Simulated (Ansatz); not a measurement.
Base system: C in the diamond structure (space group Fd-3m, No. 227; a = 3.5317 Å). Axes: x, y, z lie along the cube axes.

The values are results of LDA/PAW in Ansatz (a quantum-chemistry and plane-wave program), scalar-relativistic without spin-orbit coupling, not measurements.

Strains are applied to the cell and any free atomic positions relax.

One change was made to it. Results:

The band gap decreases by 0.16 eV to 4.01 eV; the valence-band top at Γ (three highest levels, from the VBM) becomes 0.00, -0.08, -0.11 eV (base: 0.00, 0.00, 0.00 eV); the energy increases by 8.4 meV/atom; the smallest direct gap falls by 0.46 eV (5.62 eV → 5.16 eV).

Q: Which of these changes matches the shifts?
A. tensor shear ε_xy = +2.00 %
B. tensor shear ε_xy = +1.71 %
C. tensor shear ε_xy = +0.29 %
D. tensor shear ε_xy = +0.86 %
E. tensor shear ε_xy = +1.43 %

A: E, tensor shear ε_xy = +1.43 %. For comparison, the band gap in the other runs: tensor shear ε_xy = +0.29 % gives 4.16 eV; tensor shear ε_xy = +2.00 % gives 3.86 eV; tensor shear ε_xy = +1.71 % gives 3.95 eV; tensor shear ε_xy = +0.86 % gives 4.10 eV.

No phonon test of stability was made.
